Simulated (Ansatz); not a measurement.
# CdTe (model structure, started from the litharge type, P4/nmm, No. 129, 4 atoms in the cell)

The numbers are results of PBEsol in Ansatz (plane waves, PAW), not measurements.

Numerical settings: plane-wave cutoff 500 eV, 8×8×8 k mesh, Fermi–Dirac smearing 0.05 eV, scalar-relativistic PAW data made under PBE.

Cell (relaxed at this level):

```
CdTe
1.0
    5.66953     0.00000     0.00000
    0.00000     5.66953     0.00000
    0.00000     0.00000     4.70575
Cd Te
2 2
Cartesian
  2.83477   0.00000   0.40738
  0.00000   2.83477   4.29836
  0.00000   0.00000   0.00000
  2.83477   2.83477   0.00000
```

| Item | Value |
|---|---|
| band gap | none |

Note: the relaxation could raise the start's symmetry but not lower it, so the cell can be a saddle point; the cell has widely spaced layers and the level no dispersion term, so their spacing and the moduli can rest on weak binding.

Spin–orbit coupling is not included.

Static lattice: no zero-point or thermal effects.

A model structure was made by putting elements into a prototype or built by hand; it is no filed structure, need not be a known phase, and can be a saddle point held by its symmetry.

Ansatz is a program for electronic structure.
